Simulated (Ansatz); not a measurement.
System: BeSi (model structure, Fd-3m, No. 227, 4 atoms in the cell). Method: LDA (Ansatz, a quantum-chemistry and plane-wave program, plane waves, PAW).

Settings: plane-wave cutoff 520 eV, 18×18×18 k mesh, Fermi–Dirac smearing 0.05 eV, scalar-relativistic PAW data made under PBE.

Cell (relaxed at this level):

Space group Fd-3m, origin choice 1 (No. 227); a = 5.622 Å, b = 5.622 Å, c = 5.622 Å, α = 90.00°, β = 90.00°, γ = 90.00°

```json
[
 {"atom": "Be", "site": "8b", "symmetry": "-43m", "x": "0.5000", "y": "0.5000", "z": "0.5000"},
 {"atom": "Si", "site": "8a", "symmetry": "-43m", "x": "0.0000", "y": "0.0000", "z": "0.0000"}
]
```
(The calculation used a cell of 4 atoms; values per cell refer to that cell.)

Q: Predict the bulk modulus B0.

A: 
- bulk modulus B0: 110 GPa

The run finds no gap.

Note: the bulk modulus is −V dP/dV from two relaxed cells at ±2 % in volume; the relaxation could raise the start's symmetry but not lower it, so the cell can be a saddle point.

The computed numbers hold no vibrational or temperature effects.

A model structure was made by putting elements into a prototype or built by hand; it is no filed structure, need not be a known phase, and can be a saddle point held by its symmetry.
